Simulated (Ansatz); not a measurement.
**One base run on SrLaI4 (C2/c, 12 atoms in the cell) and variants with one or two settings moved**

```xyz
12
Lattice="5.2017 -7.5441 0.0000 5.2017 7.5441 0.0000 -4.2467 0.0000 6.2317" Properties=species:S:1:pos:R:3 pbc="T T T"
Sr     2.0167     2.0503     4.6738
Sr     4.1401    -2.0503     1.5579
I      0.0470    -0.9548     4.5777
I      3.9864    -0.9548     4.7698
I      6.1098     0.9548     1.6539
I      2.1704     0.9548     1.4619
I      3.9615    -4.8736     3.6796
I      0.0719    -4.8736     5.6679
I      2.1952     4.8736     2.5521
I      6.0849     4.8736     0.5638
La     4.1401     7.5326     1.5579
La     2.0167    -7.5326     4.6738
```

Base run A: PBEsol, default PAW files made with PBE in Ansatz (a first-principles code), self-consistent single point.

Its settings: basis.ecutwfc = 420 eV; kpoints.mp_grid.grid = 3 3 4; hamiltonian.xc = pbesol; hamiltonian.pseudopotentials = {kind: paw} (the program's default PAW files); scf.occupations.method = gaussian; scf.occupations.width = 0.2 eV.

The starting cell comes from a database of published, mostly measured structures (it also holds non-ambient and calculated ones), without a prior relaxation at this level. Its lattice was rescaled by a random factor within 2.5 % of one. Spin-orbit coupling is off. Ansatz's pressure includes its estimate of the finite-basis (Pulay) stress.

ΔF is the free energy per atom less that of run A. 

Run A gave: pressure (GPa) -2.12; largest force (eV/Å) 0.222; k-points 14; valence electrons 178.

Runs:
- B: kpoints.mp_grid.grid: 3 3 4 → 2 2 2
- C: scf.convergence.dr2_threshold: default (1e-07 eV) → 1e-08 eV
- D: kpoints.mp_grid.grid: 3 3 4 → 3 3 3; scf.occupations.width: 0.2 eV → 0.1 eV
- E: 2 x 1 x 1 supercell, mesh divided and rounded up; kpoints.mp_grid.grid: 3 3 4 → 2 3 4
- F: kpoints.mp_grid.grid: 3 3 4 → 2 2 3; kpoints.mp_grid.shift: default → 0.5 0.5 0.5
- G: scf.mixing.preconditioner: default (the program chose LDOS) → local_kerker
- H: scf.mixing.algorithm: default (the program chose MSR1) → anderson; scf.mixing.beta: default → 0.2
- I: scf.mixing.algorithm: default (the program chose MSR1) → anderson

What does run D change against A?

The free energy falls by 4.2 meV/atom, the pressure moves little (-2.12 to -2.21 GPa) and the largest force goes from 0.222 to 0.231 eV/Å.

```csv
run,ΔF (meV/atom),pressure (GPa),largest force (eV/Å),k-points,valence electrons
A,0.00,-2.12,0.222,14,178
B,14.8,-2.00,0.224,6,178
C,0.00,-2.12,0.221,14,178
D,-4.2,-2.21,0.231,10,178
E,-0.03,-2.12,0.222,14,356
F,2.8,-2.10,0.222,5,178
G,0.00,-2.12,0.221,14,178
H,0.00,-2.12,0.221,14,178
I,0.00,-2.12,0.221,14,178
```

Keys are those of Ansatz 0.2.
